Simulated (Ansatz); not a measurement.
Density of states of TiAl (P-6m2) near the Fermi level, Ansatz (a program for electronic structure) with PBEsol, rigid bands.

```json
[
 {"E − E_F (eV)": "-1.92", "states/eV/cell": "1.28"},
 {"E − E_F (eV)": "-1.82", "states/eV/cell": "1.38"},
 {"E − E_F (eV)": "-1.72", "states/eV/cell": "1.58"},
 {"E − E_F (eV)": "-1.62", "states/eV/cell": "1.56"},
 {"E − E_F (eV)": "-1.52", "states/eV/cell": "1.36"},
 {"E − E_F (eV)": "-1.42", "states/eV/cell": "1.25"},
 {"E − E_F (eV)": "-1.32", "states/eV/cell": "1.25"},
 {"E − E_F (eV)": "-1.22", "states/eV/cell": "1.43"},
 {"E − E_F (eV)": "-1.12", "states/eV/cell": "1.49"},
 {"E − E_F (eV)": "-1.02", "states/eV/cell": "1.79"},
 {"E − E_F (eV)": "-0.92", "states/eV/cell": "2.24"},
 {"E − E_F (eV)": "-0.82", "states/eV/cell": "2.46"},
 {"E − E_F (eV)": "-0.72", "states/eV/cell": "2.45"},
 {"E − E_F (eV)": "-0.62", "states/eV/cell": "2.36"},
 {"E − E_F (eV)": "-0.52", "states/eV/cell": "2.04"},
 {"E − E_F (eV)": "-0.42", "states/eV/cell": "1.99"},
 {"E − E_F (eV)": "-0.32", "states/eV/cell": "2.15"},
 {"E − E_F (eV)": "-0.22", "states/eV/cell": "2.66"},
 {"E − E_F (eV)": "-0.12", "states/eV/cell": "3.09"},
 {"E − E_F (eV)": "-0.02", "states/eV/cell": "2.89"},
 {"E − E_F (eV)": "0.08", "states/eV/cell": "2.27"},
 {"E − E_F (eV)": "0.18", "states/eV/cell": "1.72"},
 {"E − E_F (eV)": "0.28", "states/eV/cell": "1.44"},
 {"E − E_F (eV)": "0.38", "states/eV/cell": "1.28"},
 {"E − E_F (eV)": "0.48", "states/eV/cell": "1.21"},
 {"E − E_F (eV)": "0.58", "states/eV/cell": "1.13"},
 {"E − E_F (eV)": "0.68", "states/eV/cell": "1.05"},
 {"E − E_F (eV)": "0.78", "states/eV/cell": "0.91"},
 {"E − E_F (eV)": "0.88", "states/eV/cell": "1.00"},
 {"E − E_F (eV)": "0.98", "states/eV/cell": "1.17"},
 {"E − E_F (eV)": "1.08", "states/eV/cell": "1.50"},
 {"E − E_F (eV)": "1.18", "states/eV/cell": "1.85"},
 {"E − E_F (eV)": "1.28", "states/eV/cell": "2.01"},
 {"E − E_F (eV)": "1.38", "states/eV/cell": "1.68"},
 {"E − E_F (eV)": "1.48", "states/eV/cell": "1.61"},
 {"E − E_F (eV)": "1.58", "states/eV/cell": "1.62"},
 {"E − E_F (eV)": "1.68", "states/eV/cell": "1.68"},
 {"E − E_F (eV)": "1.78", "states/eV/cell": "1.78"},
 {"E − E_F (eV)": "1.88", "states/eV/cell": "1.98"}
]
```

### Question
With 2 atoms a cell, what bare Sommerfeld coefficient γ = (π²/3) k_B² N(E_F) follows?

### Answer
N(E_F) ≈ 2.8 states/eV a cell at 300 K, so γ ≈ 3.3 mJ/(mol of atoms·K²), before many-body enhancement (phonons, spin fluctuations, correlation).

### Question
How far does the Fermi level move in a rigid band for 0.1 electron a cell added or removed?

### Answer
36 meV and -35 meV.

A metal at this level (no band gap); rigid bands, thermally averaged at 300 K, both spins. Spin-orbit coupling is left out. Geometry: cell and atoms relaxed with PBEsol.

Computed structure with no diffraction record at hand here (it may be known, metastable or hypothetical): TiAl (P-6m2).
